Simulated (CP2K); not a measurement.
CP2K run on SiNi (Pmmn, 4 atoms in the cell): self-consistent single point.

Method: PBEsol, GPW, DZVP-MOLOPT-SR-GTH basis, GTH-PBE potentials (GTH_POTENTIALS) in CP2K.

The change in words: lattice scaled by 0.98. Reference geometry:
```
CELL_PARAMETERS angstrom
      2.95307     0.00000     0.00000
      0.00000     3.29181     0.00000
      0.00000     0.00000     4.69382
ATOMIC_POSITIONS crystal
  Si 0.00000 0.00000 0.15686
  Si 0.50000 0.50000 0.84314
  Ni 0.00000 0.00000 0.65750
  Ni 0.50000 0.50000 0.34250
```

Reference input (self-consistent single point, DFT PBEsol, GPW, DZVP-MOLOPT-SR-GTH basis, GTH-PBE potentials (GTH_POTENTIALS)): CUTOFF = 600 Ry; REL_CUTOFF = 40 Ry; SMEAR/METHOD = FERMI_DIRAC; ELECTRONIC_TEMPERATURE = 580.23 K; KPOINTS/SCHEME = MONKHORST-PACK 8 7 5; GAMMA_CENTERED = T; XC_FUNCTIONAL = PBE:PBESOL; Si/BASIS_SET = DZVP-MOLOPT-SR-GTH; Si/POTENTIAL = GTH-PBE-q4; Ni/BASIS_SET = DZVP-MOLOPT-SR-GTH; Ni/POTENTIAL = GTH-PBE-q18; METHOD = GPW. This run's input differs from it in these lines:

```diff
@@ -67,3 +67,3 @@
     &CELL
-      ABC 2.95307000 3.29181100 4.69382100
+      ABC 2.89400900 3.22597500 4.59994500
       ALPHA_BETA_GAMMA 90.00000000 90.00000000 90.00000000
```

Output, abridged:

```
 SCF WAVEFUNCTION OPTIMIZATION

  Step     Update method      Time    Convergence         Total energy    Change
     1 NoMix/Diag. 0.20E+00      -     1.53791540      -347.5550409807 -3.48E+02
     2 Broy./Diag. 0.20E+00      -     0.10841859      -340.9354683369  6.62E+00
     3 Broy./Diag. 0.20E+00      -     0.02256239      -346.3629004356 -5.43E+00
     4 Broy./Diag. 0.20E+00      -     0.06262318      -346.2533978047  1.10E-01
     5 Broy./Diag. 0.20E+00      -     0.00450526      -345.9767930939  2.77E-01
     6 Broy./Diag. 0.20E+00      -     0.00263528      -346.1617729973 -1.85E-01
   [... 4 lines left out ...]
    11 Broy./Diag. 0.20E+00      -     0.00001485      -346.1246880333  2.13E-04
    12 Broy./Diag. 0.20E+00      -     0.00000312      -346.1248959645 -2.08E-04
    13 Broy./Diag. 0.20E+00      -     0.00000174      -346.1249318042 -3.58E-05
    14 Broy./Diag. 0.20E+00      -     0.00000036      -346.1249013270  3.05E-05
  *** SCF run converged in    14 steps ***

  Overlap energy of the core charge distribution:               0.00000000000139
  Self energy of the core charge distribution:               -542.79434219763368
  Core Hamiltonian energy:                                    150.58448468443109
  Hartree energy:                                              82.20282074352254
  Exchange-correlation energy:                                -36.11756977222977
  Electronic entropic energy:                                  -0.00029478511632
  Fermi energy:                                                 0.50747854346876

  Total energy:                                              -346.12490132699349
  Total energy (extrapolated to T->0):                       -346.12475393443532

   [... lines left out ...]

 STRESS| Analytical stress tensor [bar]
 STRESS|                        x                   y                   z
 STRESS|      x        1.15423663619E+05   6.65245277080E-03   1.91885244012E-03
 STRESS|      y        6.65245277080E-03   1.36816675640E+05   5.13089877701E-04
 STRESS|      z        1.91885244012E-03   5.13089877701E-04   1.53131708465E+05
 STRESS| 1/3 Trace                                             1.35124015908E+05
```

The run converged in 14 iterations. Against the reference run the free energy goes up by 25.8 meV/atom, the pressure goes from -0.23 to 13.51 GPa and the largest force goes from 0.179 to 0.223 eV/Å.

The starting cell comes from a database of computed structures (which also holds hypothetical and non-ambient phases and stackings), without a prior relaxation at this level. Its lattice was rescaled by a random factor within 2.5 % of one. For this run, on top of that: lattice scaled by 0.98. Spin polarisation is off. Values carry the incompleteness of an atom-centred basis. The potentials were made for another functional than the one used. With a pressure of about 14 GPa the cell is away from its equilibrium volume at this level.

Cost on one core of a shared machine: roughly 90 s.
